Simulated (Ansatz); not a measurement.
Amorphous Si₂₄O₅₃Nb₂, 79 atoms at 2.26 g/cm³, one PBE-relaxed geometry, zone centre. Methods: PBE, scalar-relativistic without spin-orbit coupling (Ansatz, an electronic-structure program); r2SCAN, scalar-relativistic without spin-orbit coupling (Ansatz); HSE06, scalar-relativistic without spin-orbit coupling (Ansatz). Plane waves to 420 eV (r2SCAN 500 eV); exact exchange is cut at the cell's faces. At PBE the levels at both edges of the gap are localised (band-tail or defect states), and the nearest spread-out levels lie 5.6 eV apart at the zone centre. The higher rungs were started with moments on some atoms, which died out.

Preparation: random packing, a CHGNet melt and quench, and a DFT relaxation. O atoms were pushed apart under 1.9 Å during the dynamics, to hinder bonds among them. The hot cell started wider than the set density and was brought back towards it in steps. It is the lowest in DFT energy of 2 quenches. It is a model cell: composition and starting density were chosen by hand, and all elements were melted together. No dispersion term was used. Its density started from a set value of 2.40 and ended at 2.26 g/cm³. Cooling (nominally 480 K/ps over its main leg) ran many orders faster than in experiment, which tends to leave more defects and strain. One small periodic cell is one sample of the glass; other quenches scatter about these values. The volume was free in the relaxation, at fixed shape. Stress components on the final sampling reach 1.1 GPa.

The relaxation ran on the zone centre alone. At PBE the gap between localised states is 3.36 eV on a 2×2×2 Γ-centred mesh, and the spacing at the zone centre alone 3.37 eV.

What zone-centre spacing does r2SCAN give, roughly?

3.72 eV (+0.36 eV against PBE).

What zone-centre spacing does HSE06 give, roughly?

4.85 eV (+1.49 eV against PBE).

The highest filled and the lowest empty state spread over these numbers of atoms (participation numbers): PBE: 3.1 and 2.5; r2SCAN: 2.9 and 2.3; HSE06: 2.9 and 2.4.
